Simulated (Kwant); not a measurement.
# In0.53Ga0.47As/In0.52Al0.48As stack with 2 barriers

System: In0.53Ga0.47As/In0.52Al0.48As stack with 2 barriers. One parabolic valley. Leads of mass 0.041 mₑ with the band edge at 0; grid 0.1 nm; bias swept from 0.0208 to 0.43967 V, dropping linearly over the stack. Emitter Fermi level 0.05 eV, 77 K, equal in the collector.

```json
[
 {"layer": "1", "thickness (nm)": "1.6", "band offset (eV)": "0.52", "mass (mₑ)": "0.075"},
 {"layer": "2", "thickness (nm)": "10.2", "band offset (eV)": "0", "mass (mₑ)": "0.041"},
 {"layer": "3", "thickness (nm)": "1.6", "band offset (eV)": "0.52", "mass (mₑ)": "0.075"}
]
```

The device is made up for the run: typed textbook-type constants, with dimensions and the other settings drawn at random.

Computed with Kwant: one-band effective-mass tight-binding model in one dimension, coherent, no space charge, current by the Tsu-Esaki formula.

```
bias (V)  J (A/cm²)
--------  ---------
0.02080       35100
0.04698       65200
0.07316       65400
0.09934        8020
0.1255         4100
0.1517         3700
0.1779         4160
0.2041         5510
0.2302         8660
0.2564        16400
0.2826        35700
0.3088        74800
0.3350       126000
0.3611       163000
0.3873       152000
0.4135        77200
0.4397        33000
```
